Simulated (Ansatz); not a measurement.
The starting structures come from a database of crystals and need not be the phases stable at ambient conditions.

By PBEsol, the system below comes out a metal.

The ballistic (Sharvin) conductance counts the channels at the Fermi level: G/A = (e²/h) × channels of both spins per area.

```xyz
2
Lattice="2.7630 0.0000 0.0000 0.0000 2.7630 0.0000 0.0000 0.0000 2.7630" Properties=species:S:1:pos:R:3 pbc="T T T"
Al     0.0000     0.0000     0.0000
Co     1.3815     1.3815     1.3815
```

The cell is strained (all lengths scaled by 0.98); by PBEsol it stands under a pressure of 14.2 GPa.

The current flows along the normal of the first two printed cell vectors, the (001) plane of the conventional cell. No spin-orbit coupling; the value is a mean over 0.1 eV about the Fermi level.

Task: Compute, with PBEsol (Ansatz, a program for electronic structure), the ballistic conductance per area.

Result: 0.48 × 10¹⁵ S/m² for both spins.
